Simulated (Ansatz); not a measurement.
# PbS: Pb → Mo

The parent structure is PbS in the rock salt structure (space group Fm-3m, No. 225; a = 5.903 Å).

The change: Mo takes the place of Pb on all its sites; the structure is relaxed again.

Level of theory: Ansatz (an electronic-structure program) PBEsol, scalar-relativistic without spin-orbit coupling. Settings: 16×16×16 k-points, 0.05 eV Fermi–Dirac smearing, for the changed cell.

The volume per atom falls by 11.04 Å³, from 25.71 Å³ to 14.67 Å³ and the density shrinks by 0.484 g/cm³, from 7.73 g/cm³ to 7.24 g/cm³. The lattice parameter a falls by 1.007 Å to 4.896 Å and the space group is still Fm-3m (No. 225). The band gap goes from 0.19 eV to zero.

Final structure:

```xyz
2
Lattice="0.0000 2.4481 2.4481 2.4481 0.0000 2.4481 2.4481 2.4481 0.0000" Properties=species:S:1:pos:R:3 pbc="T T T"
S      0.0000     0.0000     0.0000
Mo     2.4481     2.4481     2.4481
```

Spin-orbit coupling, missing from the scalar runs, can matter with Pb. Stability against distortions was not tested. As relaxed here, MoS is a hypothetical phase, not in the database extracts checked. The final runs are not spin-polarised. MoS has a high density of states at the Fermi level and may be magnetic at this level. The zero or small gap of PbS can change with the level of theory.
